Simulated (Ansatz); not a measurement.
The starting structures come from a database of crystals and need not be the phases stable at ambient conditions.

## Evanescent states of Sr₂YTaO₆ (I4/m, not sure to be the ambient phase, 10 atoms a cell, 14.1 Å³ an atom) along the normal of (100)

The numbers are results of PBEsol (plane waves, PAW; Ansatz, an electronic-structure program), not measurements.

No gap correction and no spin-orbit coupling; mid-gap values are interpolated between computed energies.

Energies count from the valence-band top; κ is the least over a 6×4 mesh across the current.

| E (eV) | κ (1/Å) | where |
|---|---|---|
| 0.10 | 0.116 | Γ |
| 0.28 | 0.170 | Γ |
| 0.47 | 0.206 | Γ |
| 0.67 | 0.233 | Γ |
| 0.85 | 0.255 | Γ |
| 1.04 | 0.272 | Γ |
| 1.24 | 0.286 | Γ |
| 1.43 | 0.297 | Γ |
| 1.61 | 0.305 | Γ |
| 1.80 | 0.311 | Γ |
| 2.00 | 0.315 | Γ |
| 2.19 | 0.317 | Γ |
| 2.38 | 0.317 | Γ |
| 2.56 | 0.315 | Γ |
| 2.75 | 0.310 | Γ |
| 2.94 | 0.303 | Γ |
| 3.13 | 0.292 | Γ |
| 3.33 | 0.277 | Γ |
| 3.52 | 0.257 | Γ |
| 3.71 | 0.202 | Γ |

Task: How thick must the barrier be to attenuate the transmission by 10^8 when the electrodes' Fermi level lies at 0.85 eV, and what attenuation does that film give at 0.47 eV?

Result: d = 8 ln 10 / (2 × 0.255) = 36.1 Å. At 0.47 eV it gives 8 × 0.206/0.255 = 6.5 decades.
